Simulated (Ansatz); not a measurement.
Base system: Hf in the hcp (Mg type) structure (space group P6_3/mmc, No. 194; relaxed with 0.1 eV smearing).

```yaml
crystal:
  lattice:
    - [3.15810, 0.00000, 0.00000]
    - [-1.57905, 2.73500, 0.00000]
    - [0.00000, 0.00000, 5.00450]
  atoms:
    - { symbol: Hf, position: [0.66667, 0.33333, 0.75000] }
    - { symbol: Hf, position: [0.33333, 0.66667, 0.25000] }
```

The values are results of PBEsol (Ansatz, a quantum-chemistry and plane-wave program, PAW, no SOC), not measurements.

Before the change:

```
Quantity   Result
--------  -------
Pressure  0.0 GPa
```

Modification: the cell is scaled by 0.9950 in all directions; the atoms relax in the strained cell.

Problem. Predict the new pressure and energy relative to the base.

Solution. The pressure (mean of the normal stresses, compression positive) goes from zero to 1.7 GPa; the energy rises by 1.7 meV/atom.

Stability against distortions was not tested. All final runs are without spin polarisation.
